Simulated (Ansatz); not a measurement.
Start from MgO in the rock salt structure (space group Fm-3m, No. 225; a = 4.2044 Å).

Calculations: r2SCAN (Ansatz, an electronic-structure program, PAW, no spin-orbit coupling).

Before the change:

```
Item                              Value
-------------  ------------------------
Hole mass      0.42, 2.1, 2.1 mₑ (at Γ)
Band gap                        5.68 eV
Electron mass            0.36 mₑ (at Γ)
```

Perturbation: every lattice vector is stretched by 3.00 %, atoms relaxed at fixed cell.

### Question
How does this affect the energy relative to the base?

### Answer
The energy goes up by 36 meV/atom.

### Question
What happens to the hole mass?

### Answer
The hole mass (degenerate bands, along [100]) becomes 0.40, 2.2, 2.2 mₑ (at Γ) (base: 0.42, 2.1, 2.1 mₑ (at Γ)).

### Question
What happens to the band gap?

### Answer
The band gap decreases by 0.855 eV (5.68 eV → 4.83 eV).

### Question
What happens to the electron mass?

### Answer
The electron mass changes from 0.36 mₑ (at Γ) to 0.34 mₑ (at Γ).

The cells carry an imposed strain or load. Masses are band curvatures over ±0.01 Å⁻¹ around the edge. Whether these cells are dynamically stable was not tested.
